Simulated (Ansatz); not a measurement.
Ansatz (a program for electronic structure) run on SrIn2 (P6_3/mmc, 6 atoms in the cell): zone-centre phonon calculation.

Method: LDA (PW92), default PAW files made with PBE (plane waves; Ansatz).

```
SrIn2
1.0
    5.06967     0.00000     0.00000
   -2.53484     4.39046     0.00000
    0.00000     0.00000     8.15589
Sr In
2 4
Direct
  0.00000   0.00000   0.75000
  0.00000   0.00000   0.25000
  0.33333   0.66667   0.95349
  0.66667   0.33333   0.04651
  0.66667   0.33333   0.45349
  0.33333   0.66667   0.54651
```

Reference input (self-consistent single point, DFT, LDA (PW92), plane waves, default PAW files made with PBE): basis.ecutwfc = 420 eV; kpoints.mp_grid.grid = 8 8 4; hamiltonian.xc = lda; hamiltonian.pseudopotentials = {kind: paw} (the program's default PAW files); scf.occupations.method = gaussian; scf.occupations.width = 0.1 eV. This run's input differs from it in these lines:

```diff
@@ -21,6 +21,5 @@
   occupations: { method: gaussian, width: 0.1 eV }
-output:
-  forces: true
-  eigenvalues: true
-  stress: true
+  convergence: { dr2_threshold: 1.0e-11 eV }
+phonons:
+  method: dfpt
```

Output (repeated stretches shortened):

```
SCF iter   1: F=—  HF=-28720.514727 eV  |F-HF|=—  |Δ(HF+E_count)|=         —  Δρ=6.83e-3  dr2=4.17e-2  ethr=1.77e-3  ⟨swp⟩=9.5  Hψ=18103  notcnv=0
all-band conjugate gradients solve this SCF's bands
preconditioner: auto → Kerker (q_TF=auto, 2.339 Å⁻¹)
SCF iter   2: F=—  HF=-28720.504908 eV  |F-HF|=—  |Δ(HF+E_count)|=   9.82e-3  Δρ=2.96e-3  dr2=7.98e-3  ethr=5.79e-5  ⟨swp⟩=2.0  Hψ=6013  notcnv=0
   [... lines left out ...]
SCF iter   8: F=—  HF=-28720.502865 eV  |F-HF|=—  |Δ(HF+E_count)|=   1.27e-8  Δρ=1.13e-6  dr2=3.63e-9  ethr=7.19e-11  ⟨swp⟩=2.4  Hψ=5994  notcnv=0
SCF iter   9: F=—  HF=-28720.502865 eV  |F-HF|=—  |Δ(HF+E_count)|=  1.71e-10  Δρ=3.73e-7  dr2=4.90e-10  ethr=5.04e-12  ⟨swp⟩=3.0  Hψ=5887  notcnv=0
SCF iter  10: F=—  HF=-28720.502865 eV  |F-HF|=—  |Δ(HF+E_count)|=  4.00e-11  Δρ=1.12e-7  dr2=3.08e-11  ethr=1.00e-12  ⟨swp⟩=1.9  Hψ=3498  notcnv=0
SCF iter  11: F=-28720.502865 eV  HF=-28720.502865 eV  |F-HF|=1.09e-11  |Δ(HF+E_count)|=    0.00e0  Δρ=3.81e-8  dr2=2.59e-12  ethr=1.00e-12  ⟨swp⟩=12.7  Hψ=19114  notcnv=0
SCF 1 converged in 11 iterations: F = -28720.502865 eV  dr2 = 2.59e-12
DFPT response loops at Γ: preconditioner auto → Kerker (q_TF=auto, 2.339 Å⁻¹) (partly filled bands, converged f_vac=0.000) …
Free energy (F): -28720.502865 eV
Internal energy: -28720.496502 eV  (E = F + TS)
E sigma→0 (E₀):  -28720.499684 eV
Entropy (-TS):   -0.006364 eV (-1.061 meV/atom)
Fermi energy:    8.752111 eV
--- Phonons (Γ-DFPT): 4 representative perturbations + reference, on 78 of 256 k-points (Σ response iterations 24) ---
  k mesh reduced under 2 symmetry operations, with k and −k counted as one. Each operation leaves every solved perturbation unchanged …
  ASR residual: 5.897e-5 → 0.000e0 eV/Å²; symmetrization residual: 1.435e-6 eV/Å²
  ASR residual per site (eV/Å²): 5.90e-5 5.90e-5 1.02e-5 1.02e-5 1.02e-5 1.02e-5
  Γ frequencies (cm⁻¹): 0.00 0.00 0.00 65.61 65.61 72.08 84.38 84.38 87.62 91.45 91.59 111.12 111.12 122.57 130.47 130.47 134.91 134.91
  non-analytic LO–TO correction: not included (Born effective charges unavailable; polar crystals: no LO–TO splitting at Γ)
```

The run converged in 11 iterations. 

Summary of the result:
```
Property                                                                                                                       Value
--------------------------------------------------------  --------------------------------------------------------------------------
Free energy E − TS (on the zero of these files)                                                                       -28720.5029 eV
Fermi level (on the code's own zero)                                                                                         8.75 eV
Zone-centre frequencies (cm⁻¹; negative means imaginary)  0, 0, 0, 66, 66, 72, 84, 84, 88, 91, 92, 111, 111, 123, 130, 130, 135, 135
```

The starting cell comes from a database of computed structures (which also holds hypothetical and non-ambient phases and stackings), without a prior relaxation at this level. Its lattice was rescaled by up to half a per cent.

Cost on one core of a shared machine: roughly 9 min.

Keys are those of Ansatz 0.2.
